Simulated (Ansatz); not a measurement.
**BeS: response to strain**

Base system: BeS in the zinc blende structure (space group F-43m, No. 216).

```
BeS
1.0
    0.00000     2.43431     2.43431
    2.43431     0.00000     2.43431
    2.43431     2.43431     0.00000
Be S
1 1
Direct
  0.00000   0.00000   0.00000
  0.25000   0.25000   0.25000
```

Cartesian axes are those of the cell as printed.

Strains are applied to the cell and any free atomic positions relax; under biaxial strain the out-of-plane vector relaxes too.

Method: Ansatz (a program for electronic structure), r2SCAN, PAW, cutoff 500 eV, no spin-orbit coupling.

Notes on the quantities. energy relative to the base: free energy F; pressure: mean of the normal stresses, compression positive.

| change | ratio −ε⊥/ε∥ | band gap | energy relative to the base | pressure |
|---|---|---|---|---|
| base | – | 3.59 eV | 0 meV/atom | 0.00 GPa |
| biaxial strain +0.42 %, plane normal [111], relaxed out of plane | – | 3.58 eV | +0.4 meV/atom | -0.66 GPa |
| biaxial strain +0.83 %, plane normal [111], relaxed out of plane | 0.37 | 3.56 eV | +1.5 meV/atom | -1.28 GPa |
| biaxial strain +1.25 %, plane normal [111], relaxed out of plane | 0.36 | 3.55 eV | +3.3 meV/atom | -1.89 GPa |
| biaxial strain +1.67 %, plane normal [111], relaxed out of plane | 0.36 | 3.54 eV | +5.8 meV/atom | -2.48 GPa |
| biaxial strain +2.08 %, plane normal [111], relaxed out of plane | 0.36 | 3.53 eV | +8.9 meV/atom | ? |
| biaxial strain +2.50 %, plane normal [111], relaxed out of plane | 0.36 | 3.52 eV | ? | -3.59 GPa |

Problem. Some entries are withheld; estimate them.

Solution. 
- biaxial strain +2.08 %, plane normal [111], relaxed out of plane, pressure: -3.04 GPa
- biaxial strain +2.50 %, plane normal [111], relaxed out of plane, energy relative to the base: +13 meV/atom

No phonon test of stability was made.
